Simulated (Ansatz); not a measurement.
```xyz
2
Lattice="0.0000 3.0412 3.0412 3.0412 0.0000 3.0412 3.0412 3.0412 0.0000" Properties=species:S:1:pos:R:3 pbc="T T T"
Se     1.5206     1.5206     1.5206
Cd     0.0000     0.0000     0.0000
```

The cell was generated from a structure type, relaxed within its symmetry, and need not be the phase found at ambient conditions. Dynamical quadrupoles are not included in the interpolation of the phonons between the solved wave vectors. Unless called populations, κ holds the coherence term between modes besides the Boltzmann populations.

Task: Estimate the lattice thermal conductivity at 200 K from a three-phonon Boltzmann calculation with natural isotopes, PBEsol density-functional theory in Ansatz (plane waves, PAW) (third-order constants from a 54-atom supercell out to 5.6 Å, harmonic mesh 6×6×6, k mesh 6×6×6, scattering mesh 15×15×15).

Result: κ = 22 W/(m K). The result is for a perfect infinite crystal and omits four-phonon processes.

The PAW data sets were generated under PBE and serve the other functionals too.

Ansatz is a program for electronic structure.
